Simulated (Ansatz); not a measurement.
**What biaxial strain −0.83 %, plane normal [111], relaxed out of plane does to Ag**

Start from Ag in the fcc (Cu type) structure (space group Fm-3m, No. 225; a = 4.001 Å; relaxed with 0.1 eV smearing). Axes: x, y, z lie along the cube axes.

The change: biaxial strain −0.83 %, plane normal [111], relaxed out of plane (Cartesian); in-plane vectors clamped, the third vector and the atoms free.

Level of theory: LDA in Ansatz (plane waves to 420 eV, PAW, scalar-relativistic without spin-orbit coupling). k-mesh 28×28×28 (Γ-centred); smearing 0.1 eV (Fermi–Dirac).

The volume per atom shrinks by 0.15 Å³ (16.01 Å³ → 15.86 Å³) and the shortest interatomic distance falls by 0.023 Å to 2.806 Å. The energy grows by 1.7 meV/atom and the pressure (mean of the normal stresses, compression positive) goes from zero to 1.4 GPa. The band gap remains zero and the out-of-plane strain comes out as +0.74 %. The ratio −ε⊥/ε∥ amounts to 0.89 and the mean in-plane stress (compression positive) is +2.1 GPa.

Final structure (turned so that z lies along the plane normal):

```
CELL_PARAMETERS angstrom
      2.80556     0.00000     0.00000
      1.40278     2.42969     0.00000
      1.40278    -0.80990     2.32690
ATOMIC_POSITIONS crystal
  Ag 0.00000 0.00000 0.00000
```

No phonon test of stability was made.

Ansatz is a first-principles code.
